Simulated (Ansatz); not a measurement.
We consider B (model structure, started from the C4 type, I4₁32, No. 214, 4 atoms in the cell), described by PBE (plane waves, PAW; Ansatz, a first-principles code).

Run with plane-wave cutoff 520 eV, 10×10×10 k mesh, Fermi–Dirac smearing 0.01 eV, scalar-relativistic PAW data made under PBE.

Cell (relaxed with PBEsol):

```cif
data_B8
_chemical_formula_sum 'B8'
_space_group_name_H-M_alt 'I4132'
_space_group_IT_number 214
_space_group_name_Hall 'I 4bd 2c 3'
_cell_length_a 4.63302
_cell_length_b 4.63302
_cell_length_c 4.63302
_cell_angle_alpha 90.000
_cell_angle_beta 90.000
_cell_angle_gamma 90.000
loop_
_atom_site_label
_atom_site_type_symbol
_atom_site_symmetry_multiplicity
_atom_site_Wyckoff_symbol
_atom_site_fract_x
_atom_site_fract_y
_atom_site_fract_z
_atom_site_occupancy
B1 B 8 a 0.12500 0.12500 0.12500 1
```
(The calculation used a cell of 4 atoms; values per cell refer to that cell.)

Task: Estimate the band gap, smallest direct gap on the k points sampled and direct gap at Γ that the calculation returns.

Result: 
band gap: 1.48 eV (indirect)
smallest direct gap on the k points sampled: 2.77 eV
direct gap at Γ: 3.16 eV

Note: the relaxation could raise the start's symmetry but not lower it, so the cell can be a saddle point; cell and atoms aren't relaxed at this level (pressure 1.4 GPa).

Computed values are for the static lattice.

It cost very roughly 17 core-seconds of CPU time.

A model structure was made by putting elements into a prototype or built by hand; it is no filed structure, need not be a known phase, and can be a saddle point held by its symmetry.
